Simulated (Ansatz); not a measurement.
Base system: SnSe2 in the CdI2 type structure (space group P-3m1, No. 164; a = 3.826 Å, c = 6.231 Å; layered, stacked along the Cartesian z axis). Axes: x lies along a and z along c of the hexagonal cell.

All numbers come from plane-wave PAW DFT at the r2SCAN+rVV10 level (Ansatz, a program for electronic structure, 500 eV), no spin-orbit coupling.

Strains are applied to the cell and any free atomic positions relax; under biaxial strain the out-of-plane vector relaxes too; under stress the whole cell relaxes.

One change was made to it. Results:

```json
[
 {"quantity": "gap character", "base": "indirect, K–Γ (71 % along) → k = (0, -1/2, 1/3) in the run's primitive reciprocal basis", "after": "indirect, k = (0, 0.100, -0.167) in the run's primitive reciprocal basis → L"},
 {"quantity": "smallest direct gap", "base": "1.49 eV", "after": "1.42 eV"},
 {"quantity": "volume per atom", "base": "26.33 Å³", "after": "27.65 Å³"}
]
```

Q: Name the change that was made.
A) strain tensor (xx, yy, zz, yz, xz, xy) = (−1.91, −0.92, +0.57, +0.75, +0.66, +0.72) %
B) biaxial strain +1.16 %, plane normal [001], relaxed out of plane
C) uniaxial stress, 1 GPa tension along z
D) strain tensor (xx, yy, zz, yz, xz, xy) = (+2.10, −0.11, −1.02, +2.00, −0.39, −1.56) %
E) biaxial strain −1.91 %, plane normal [001], relaxed out of plane

A: C, uniaxial stress, 1 GPa tension along z. For comparison, the gap character in the other runs: strain tensor (xx, yy, zz, yz, xz, xy) = (+2.10, −0.11, −1.02, +2.00, −0.39, −1.56) % gives indirect, k = (0.200, -0.100, 0) in the run's primitive reciprocal basis → k = (0, -1/2, 1/3) in the run's primitive reciprocal basis; strain tensor (xx, yy, zz, yz, xz, xy) = (−1.91, −0.92, +0.57, +0.75, +0.66, +0.72) % gives indirect, U₂–Γ (71 % along) → k = (-1/2, -1/2, 1/3) in the run's primitive reciprocal basis; biaxial strain +1.16 %, plane normal [001], relaxed out of plane gives indirect, K–Γ (79 % along) → L–M (33 % along); biaxial strain −1.91 %, plane normal [001], relaxed out of plane gives indirect, k = (0, 0.100, 0.167) in the run's primitive reciprocal basis → L–M (17 % along).

Stability under load was not tested beyond the relaxation. Labels are those of the standard path for the cell's own space group.
